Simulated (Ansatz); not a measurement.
The reference is Si (space group Ia-3, No. 206; a = 6.601 Å).

Level of theory: PBEsol/PAW in Ansatz (a quantum-chemistry and plane-wave program), spin-orbit coupling left out, earlier PAW set.

One change was made to it. Results:

The volume per atom falls by 0.28 Å³ to 17.70 Å³; the band gap is still zero.

### Question
Which of these changes matches the shifts?
(A) pressure 7.5 GPa
(B) pressure 10 GPa
(C) pressure 1.5 GPa

### Answer
C, pressure 1.5 GPa. For comparison, the volume per atom in the other runs: pressure 7.5 GPa gives 16.75 Å³; pressure 10 GPa gives 16.41 Å³.

Load acts through the strain it causes; cell and atoms are relaxed under it. Whether these cells are dynamically stable was not tested. Competing high-pressure phases were not computed. This is not the structure that Si has at room temperature and ambient pressure. A zero or small gap of Si can be the functional's error rather than a property of the material.
